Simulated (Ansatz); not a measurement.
```
Si
1.0
   26.79742     0.00000     0.00000
   14.51527    18.94864     0.00000
    0.00000     0.00000     3.86787
Si
96
Cartesian
  3.29928  -0.22155   1.93394
  3.27775   2.15603   1.93394
  5.50875   2.94660   1.93394
  5.53803   5.30611   1.93394
 -0.07888  -0.27240   0.00000
 26.71715   2.13841   0.00000
  2.15634   2.95279   0.00000
 28.98442   5.34317   0.00000
  4.44233   6.10676   0.00000
 31.34648   8.47531   0.00000
 27.87982   6.16924   1.93394
 27.95346   8.56157   1.93394
  9.97860  -0.12543   1.93394
  9.97261   2.20126   1.93394
 12.23439   2.87765   1.93394
 12.22840   5.20434   1.93394
  6.64493  -0.18411   0.00000
  6.61886   2.16260   0.00000
  8.84356   2.93528   0.00000
  8.85125   5.26551   0.00000
 11.10149   5.91956   0.00000
 11.11768   8.23102   0.00000
  7.77427   6.07250   1.93394
  7.85665   8.42455   1.93394
 10.11085   9.09739   1.93394
 10.61214  11.39430   1.93394
 13.85710  12.27503   1.93394
 13.44135  14.64000   1.93394
  6.80787   9.25374   0.00000
 33.97146  11.60492   0.00000
  9.49357  12.25988   0.00000
 36.67383  14.62535   0.00000
 12.21216  15.35855   0.00000
 39.00841  17.78748   0.00000
 35.56623  15.46598   1.93394
 35.63987  17.85831   1.93394
 16.66897  -0.22720   1.93394
 16.69825   2.13231   1.93394
 18.92925   2.92288   1.93394
 18.90772   5.30047   1.93394
 13.35575  -0.18659   0.00000
 13.36344   2.14363   0.00000
 15.58814   2.91631   0.00000
 15.56207   5.26302   0.00000
 17.77059   6.07879   0.00000
 17.68236   8.44494   0.00000
 14.43554   6.01901   1.93394
 14.37999   8.36415   1.93394
 16.54859   9.23437   1.93394
 16.16107  11.59220   1.93394
 20.56120  12.43534   1.93394
 20.17368  14.79318   1.93394
 13.26816   9.11464   0.00000
 12.75830  11.40855   0.00000
 17.22503  12.40511   0.00000
 16.83641  14.76104   0.00000
 19.03991  15.58261   0.00000
 18.95168  17.94876   0.00000
 15.65613  15.51954   1.93394
 15.59132  17.90329   1.93394
 23.38046  -0.31354   1.93394
 23.39513   2.10415   1.93394
 25.60928   2.97476   1.93394
 25.62396   5.39245   1.93394
 20.01999  -0.26426   0.00000
 20.05066   2.12612   0.00000
 22.28727   2.94050   0.00000
 22.28588   5.35131   0.00000
 24.51127   6.24007   0.00000
 24.51011   8.66900   0.00000
 21.13094   6.12426   1.93394
 21.06614   8.50801   1.93394
 23.28092   9.38755   1.93394
 22.86517  11.75252   1.93394
 26.11013  12.63325   1.93394
 26.61142  14.93016   1.93394
 19.88586   9.26651   0.00000
 19.49724  11.62244   0.00000
 23.96397  12.61900   0.00000
 23.45410  14.91291   0.00000
 25.60459  15.79653   0.00000
 25.62077  18.10799   0.00000
 22.34227  15.66340   1.93394
 22.28673  18.00853   1.93394
 30.25563   9.27931   1.93394
 30.62059  11.62571   1.93394
 32.89910  12.40183   1.93394
 33.26405  14.74824   1.93394
 26.84586   9.40220   0.00000
 27.22869  11.76767   0.00000
 29.54822  12.42263   0.00000
 29.91439  14.77381   0.00000
 32.17320  15.55224   0.00000
 32.27993  17.92078   0.00000
 28.86562  15.60300   1.93394
 28.94800  17.95505   1.93394
```

Relaxed with Ansatz (a program for electronic structure) with PBE.

Task: Which line defects does this cell hold, and where do they run?

Result: Si (diamond structure), 90 degree partial dipole on the glide set: two lines along the third cell vector, Burgers vector (-2.23, 0.00, 0.00) Å and its opposite, glide plane {111}, near (x, y) = (24, 14) Å and (12, 11) Å.
